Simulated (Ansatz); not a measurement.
Start from Sn (space group I4_1/amd, No. 141; a = 5.888 Å, c = 3.185 Å).

All numbers come from Kohn–Sham DFT with the r2SCAN functional, run in Ansatz (a program for electronic structure) with PAW and 500 eV plane waves, without spin-orbit coupling, earlier PAW set.

One change was made to it. Results:

The density grows by 4.91 g/cm³, from 7.14 g/cm³ to 12.05 g/cm³; the band gap stays zero.

Task: Name the change that was made.
A) pressure 3 GPa
B) pressure 15 GPa
C) pressure 100 GPa

Result: C, pressure 100 GPa. For comparison, the density in the other runs: pressure 3 GPa gives 7.51 g/cm³; pressure 15 GPa gives 8.55 g/cm³.

Load acts through the strain it causes; cell and atoms are relaxed under it. No phonon test of stability was made. Measured, Sn leaves this structure (for a body-centred tetragonal phase) near 8 GPa (temperature not stated; as listed in Olga Degtyareva, NATO science for peace and security series. B, Physics and biophysics (2010)).
